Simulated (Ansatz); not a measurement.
| Property | Result |
|---|---|
| Surface | rock-salt MgO(001) slab |
| Vacuum level minus Kohn-Sham valence edge | 5.23 eV |
| Vacuum level minus Kohn-Sham conduction edge | 1.65 eV |
| Gap of the slab on its mesh | 3.58 eV |
| Apparent barrier, filled states, bias minus 2.2 V | 5.9 eV (κ = 1.24 1/Å) |
| Apparent barrier, filled states, bias minus 2.8 V | 6.6 eV (κ = 1.32 1/Å) |
| Apparent barrier, empty states, bias plus 2.2 V | 1.2 eV (κ = 0.55 1/Å) |
| Apparent barrier, empty states, bias plus 2.8 V | 1.1 eV (κ = 0.54 1/Å) |

Method: PBE, Tersoff-Hamann images (plane waves, PAW; Ansatz, a first-principles code).

The apparent barrier is ħ²κ²/2m, with κ from the fall of the mean window density between 3.5 and 5 Å; states of large in-plane momentum fall faster than their energy alone says. Mesh 18×18×1, no spin-orbit coupling, no spin polarisation; biases count from the run's Fermi level.
